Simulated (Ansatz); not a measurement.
For SnGe (model structure, started from the CsCl type, Pm-3m, No. 221, 2 atoms in the cell), PBEsol (Ansatz, a first-principles code, plane waves, PAW) gives:

```
Quantity                    Value
-------------------  ------------
lattice parameter a       3.539 Å
cohesive energy      3.69 eV/atom
```

Problem. What does PBE-D3(BJ) (plane waves, PAW; Ansatz) give for the same quantities?

Solution. 
- lattice constant a: 3.550 Å (goes up by 0.3 %)
- cohesive energy: 3.59 eV/atom (falls by 0.10 eV/atom)

Changes are worked out from the printed values.

Unless a cell is named, each level is at its own relaxed cell (PBEsol 22.17, PBE-D3(BJ) 22.37 Å³/atom).

Levels without +SOC leave out spin–orbit coupling, which shifts energies and cells of such heavy elements.

Caveats: a distance lies near a switch of the dispersion term, which can move the cell (PBE-D3(BJ)). Ansatz's density-functional and Hartree–Fock values are scalar-relativistic unless marked +SOC, with PAW data made under PBE.

A model structure was made by putting elements into a prototype or built by hand; it is no filed structure, need not be a known phase, and can be a saddle point held by its symmetry.
